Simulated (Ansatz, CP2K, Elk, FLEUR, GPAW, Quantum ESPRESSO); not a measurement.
# One structure in several programs: Zr₂Ni (I4/mcm, 6 atoms in the cell)

Self-consistent single point, at a second geometry (lattice scaled by 0.98). First geometry:

```
CELL_PARAMETERS angstrom
     -3.30150     3.30150     2.67339
      3.30150    -3.30150     2.67339
      3.30150     3.30150    -2.67339
ATOMIC_POSITIONS crystal
  Zr 0.66441 0.16441 0.82882
  Zr 0.33559 0.83559 0.17118
  Zr 0.16441 0.33559 0.50000
  Zr 0.83559 0.66441 0.50000
  Ni 0.25000 0.25000 0.00000
  Ni 0.75000 0.75000 0.00000
```

Shared settings, as Ansatz (a quantum-chemistry and plane-wave program) writes them: kpoints.mp_grid.grid = 5 5 5; scf.occupations.method = fermi_dirac; scf.occupations.width = 0.136 eV. Potentials and cutoffs stand in the table.

| code | model | ΔF from the first geometry (meV/atom) | pressure (GPa) | largest force (eV/Å) | cutoff |
|---|---|---|---|---|---|
| Ansatz | PBEsol, PAW files made with PBE | -47.7 | -3.41 | 0.095 | 420 eV |
| CP2K | PBEsol, GPW, DZVP-MOLOPT-SR-GTH basis, GTH-PBE potentials (GTH_POTENTIALS) | -48.6 | -3.48 | 0.099 | grid 600 Ry |
| FLEUR | PBEsol, all-electron FLAPW (FLEUR), scalar-relativistic valence | -44.2 | – | 0.116 | Kmax 4.3 1/bohr |
| GPAW | PBEsol, GPAW PAW datasets PBEsol (made by gpaw-setup) | -48.0 | -3.41 | 0.098 | 800 eV |
| Elk | PBEsol, all-electron FP-LAPW, Elk's shipped species files, APW+lo basis with extra local orbitals | -46.2 | – | – | rgkmax 8 |
| Quantum ESPRESSO | PBEsol, GBRV 1.5 ultrasoft (PBESOL) pseudopotentials | -47.9 | -3.44 | 0.099 | 50 Ry |

A dash marks a value that a program does not give, or that is left out as unsure.

On Ansatz's run: spin polarisation is off.

The spread over the programs that give each value: ΔF from the first geometry within 4.4 meV/atom; pressure within 0.07 GPa; largest force within 0.021 eV/Å.

CP2K uses small atom-centred bases, whose incompleteness enters pressures, forces and empty levels differently from a plane-wave cutoff. FLEUR and Elk treat all electrons, but the usual bases taken here (sphere radii, linearisation, local orbitals, empty states) were not tested for convergence, so the values are no reference for the others. Ansatz's pressure is given at a fixed set of plane waves, as the other plane-wave codes print theirs.

The starting cell comes from a database of computed structures (which also holds hypothetical and non-ambient phases and stackings), without a prior relaxation at this level. Its lattice was rescaled by a random factor within 2.5 % of one. For this run, on top of that: lattice scaled by 0.98.

Keys are those of Ansatz 0.2.
